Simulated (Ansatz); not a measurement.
Functionals compared on the (30-31) surface of hcp Ti in its 1x1 cell, outermost plane spacing 0.42 Å in the ideal cut, in Ansatz (plane waves, PAW). The structure was relaxed with PBE; the other rows are single points on it, each with its references at the same level. Cutoff 420 eV (500 eV for r2SCAN).

Set-up: 26 atoms, 10.4 Å thick at the start (thin: gaps and levels are the slab's own); mesh 13x3x1; 0.1 eV smearing; dipole correction on; all atoms relaxed; held to the part of the start's symmetry that mesh and held atoms allow; no spin, no spin-orbit, no U. These notes are the PBE run's.

```json
[
 {"functional": "PBE", "surface energy (J/m²)": "2.03", "work function of the top face (eV)": "3.88", "rough cost of the single point": "–"},
 {"functional": "LDA", "surface energy (J/m²)": "2.25", "work function of the top face (eV)": "4.10", "rough cost of the single point": "roughly 5 core-minutes"},
 {"functional": "PBEsol", "surface energy (J/m²)": "2.20", "work function of the top face (eV)": "3.95", "rough cost of the single point": "very roughly 5 core-minutes"},
 {"functional": "RPBE", "surface energy (J/m²)": "1.90", "work function of the top face (eV)": "3.75", "rough cost of the single point": "very roughly 5 core-minutes"},
 {"functional": "r2SCAN", "surface energy (J/m²)": "2.23", "work function of the top face (eV)": "3.91", "rough cost of the single point": "roughly 10 core-minutes"}
]
```

Ansatz is an electronic-structure program.
